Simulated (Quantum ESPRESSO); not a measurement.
Equation of state of zinc-blende BAs (space group 216): energy against volume (Quantum ESPRESSO, PBE)

```xyz
2
Lattice="0.0000 2.3475 2.3475 2.3475 0.0000 2.3475 2.3475 2.3475 0.0000" Properties=species:S:1:pos:R:3 pbc="T T T"
B      0.0000     0.0000     0.0000
As     3.5213     3.5213     3.5213
```

Method of the run: PBE, PSlibrary PAW (PBE) pseudopotentials (plane waves; Quantum ESPRESSO). Settings: ecutwfc = 65 Ry; ecutrho = 455 Ry; occupations = smearing; smearing = fd; degauss = 0.000734986 Ry; potentials = {B: B.pbe-n-kjpaw_psl.1.0.0.UPF, As: As.pbe-n-kjpaw_psl.1.0.0.UPF}; K_POINTS = automatic 12 12 12 0 0 0; conv_thr = 1e-10 Ry. The cell above is the first row's. The rows scale it uniformly. In all rows fractional positions and the k mesh are held. E is the free energy at the stated smearing, counted from the lowest row.

```csv
V (Å^3/atom),E (meV/atom)
12.937,?
13.218,19.01
13.499,7.28
13.780,1.12
14.061,0.00
14.343,3.41
14.624,10.90
14.905,22.07
15.186,36.55
```

Fit E of the 8 rows that show it with the third-order Birch-Murnaghan form, a cubic in V^(-2/3). With u = V^(-2/3) - 0.171, the rows have u = 0.007878, 0.005387, 0.002980, 0.000655, -0.001603, -0.003780, -0.005888, -0.007931. Least squares gives E = 0.529 - 1100.64·u + 435704·u² + 227461·u³. Residuals (row less fit): 0.000, 0.001, -0.004, 0.005, -0.002, -0.003, 0.002, -0.001; standard error 0.004 (degrees of freedom: 4). Its minimum lies at u = 0.001262, so V0 = (0.172262)^(-3/2) = 13.99. There d²E/du² = 873100 and d³E/du³ = 1365000, so B0 = (4/9) × 13.99^(-7/3) × 873100 × 0.160218 = 132 GPa (the last factor turns the table's units into GPa), and B0' = 4 + (2/3) × 0.172262 × (1365000)/873100 = 4.2. The program's pressures in the fitted runs (not shown) pass through zero at V = 13.98, 0.02 % from this V0.

Task: What does the fit predict for E at V = 12.937, and how far is the calculated value from it?

Result: u = 0.010459, so E = 0.529 - 1100.64 × 0.010459 + 435704 × 0.010459² + 227461 × 0.010459³ = 36.940 meV/atom. The calculation gives 36.94 meV/atom, which the fit meets to the printed digits. The row lies outside the fitted rows, so this is an extrapolation. From the scatter of the fitted rows alone, a prediction at this place has a standard error of 0.011 meV/atom, so the miss is 0.0 times that.

Carrying the step between the two nearest rows on in a straight line would have given 30.74, off by 6.20; series whose last step already gives the withheld value aren't shown. The scan was laid around a cell of about the measured size, scaled by a guess for this functional. The runs keep the symmetry of the cell, so they don't test it for distortions. Cutoffs and mesh are single choices, not tested for convergence of this quantity. Series with a scatter that would blur these digits, or in which a gap closes, are not shown. Nor are scans whose minimum lies at an end fitted in this form.
